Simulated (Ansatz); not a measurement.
Base system: SrVO$_{3}$ in the cubic perovskite structure (space group Pm-3m, No. 221; a = 3.809 Å).

Method: PBEsol/PAW in Ansatz (a quantum-chemistry and plane-wave program), spin-orbit coupling left out.

Base values:

| Property | Value |
|---|---|
| Lattice parameter a | 3.809 Å |
| Largest site moment | 0.00 μB |

Perturbation: full substitution V → Cr; the structure is relaxed again.

**Question.** Predict the new lattice parameter a and largest site moment.

**Answer.** The lattice parameter a shrinks by 0.0206 Å, from 3.809 Å to 3.789 Å; the largest site moment goes from zero to 1.43 μB.

Whether these cells are dynamically stable was not tested. For SrCrO3 in this form, whether it has been made was not checked. Starting moments died away, wholly or in part, for the base; another magnetic solution may exist. No Hubbard U is applied and the magnetic state is the run's own (SrCrO3 ferromagnetic); other magnetic orders, which need larger cells, were not tried and can change the gap. Spin-polarised in the final run: SrCrO3; the other runs are not. An odd electron count without spin: SrVO3.
